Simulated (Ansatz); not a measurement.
# Free triangular strip chain of Ca atoms

All values below come from PBE (plane waves to 420 eV, PAW; Ansatz, a program for electronic structure). Mesh 1×1×72. No spin polarisation, so a magnetic state wasn't tested. It repeats along c; a and b span vacuum. A hypothetical model. It keeps the symmetry and period of its start, so it need not be a minimum against all distortions. Pairing along the axis, which can open a gap, is among the distortions not tried.

| Property | Result |
|---|---|
| period along the axis (2 atoms) | 3.880 Å |
| PBE gap | none (under 0.01 eV) |
| crossings of the Fermi level between Γ and the zone edge (49 points) | 3, each for both spins (ideal conductance 3 × 2e²/h) |

```xyz
2
Lattice="15.0000 0.0000 0.0000 0.0000 11.0000 0.0000 0.0000 0.0000 3.8796" Properties=species:S:1:pos:R:3 pbc="T T T"
Ca     5.9058     5.5000     0.0000
Ca     9.0942     5.5000     1.9398
```
